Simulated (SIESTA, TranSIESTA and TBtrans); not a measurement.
Run with TranSIESTA and TBtrans (open boundaries, self-consistent; PseudoDojo norm-conserving potentials, scalar-relativistic): Spin polarized, PAO.BasisSize DZP, PAO.EnergyShift 0.15 eV, XC.Authors PBE, Mesh.Cutoff 200 Ry, ElectronicTemperature 300 K, TS.Voltage 0.0 eV, TBT.Elecs.Eta 0.001 eV.

System: Fe chain bridged by a linear CO unit along the axis. Leads: straight Fe chain, spacing 2.25 Å. Geometry: as built, not relaxed. Transport runs along z; the first 6 and the last 6 of the 22 atoms are the lead cells, repeated to infinity.

```xyz
22
Lattice="9.000 0.000 0.000 0.000 9.000 0.000 0.000 0.000 47.570" Properties=species:S:1:pos:R:3 pbc="F F T"
Fe     4.500     4.500     0.000
Fe     4.500     4.500     2.250
Fe     4.500     4.500     4.500
Fe     4.500     4.500     6.750
Fe     4.500     4.500     9.000
Fe     4.500     4.500    11.250
Fe     4.500     4.500    13.500
Fe     4.500     4.500    15.750
Fe     4.500     4.500    18.000
Fe     4.500     4.500    20.250
C      4.500     4.500    22.075
O      4.500     4.500    23.245
Fe     4.500     4.500    25.070
Fe     4.500     4.500    27.320
Fe     4.500     4.500    29.570
Fe     4.500     4.500    31.820
Fe     4.500     4.500    34.070
Fe     4.500     4.500    36.320
Fe     4.500     4.500    38.570
Fe     4.500     4.500    40.820
Fe     4.500     4.500    43.070
Fe     4.500     4.500    45.320
```
Starting moments (μB): atom 7 +3.2, atom 8 +3.2, atom 9 +3.2, atom 10 +3.2, atom 12 +0.5, atom 13 +3.2, atom 14 +3.2, atom 15 +3.2, atom 16 +3.2; lead atoms +3.2 (left) and +3.2 (right).

Task: Predict: conductance at 300 K (G0 = 2e²/h); mean T from −0.5 to 0.5 eV; spin polarisation of the conductance, (up − down)/(up + down).

Result: conductance at 300 K (G0 = 2e²/h): 0.75; mean T from −0.5 to 0.5 eV: 0.75; spin polarisation of the conductance, (up − down)/(up + down): -0.96. The magnetic order of the leads was set by the start, and no other order was tried; the separate lead runs end at 3.39 (left) and 3.39 (right) μB an atom. The straight chain is held at its spacing; free chains may zigzag or dimerise.
